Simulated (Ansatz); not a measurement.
The structure below was relaxed with Ansatz (a quantum-chemistry and plane-wave program), r2SCAN, PAW, cutoff 500 eV, no spin-orbit coupling.

```yaml
crystal:
  lattice:
    - [0.00000, 2.83332, 2.83332]
    - [2.83332, 0.00000, 2.83332]
    - [2.83332, 2.83332, 0.00000]
  atoms:
    - { symbol: As, position: [0.75000, 0.75000, 0.75000] }
    - { symbol: Ga, position: [0.00000, 0.00000, 0.00000] }
```

Problem. Find the space group and the Wyckoff positions.

Solution. Space group F-43m (No. 216); a = 5.667 Å, b = 5.667 Å, c = 5.667 Å, α = 90.00°, β = 90.00°, γ = 90.00°

| atom | site | symmetry | x | y | z |
|---|---|---|---|---|---|
| As | 4c | -43m | 0.2500 | 0.2500 | 0.2500 |
| Ga | 4a | -43m | 0.0000 | 0.0000 | 0.0000 |

Whether these cells are dynamically stable was not tested. The cell was made from GaN by this change: N → As.
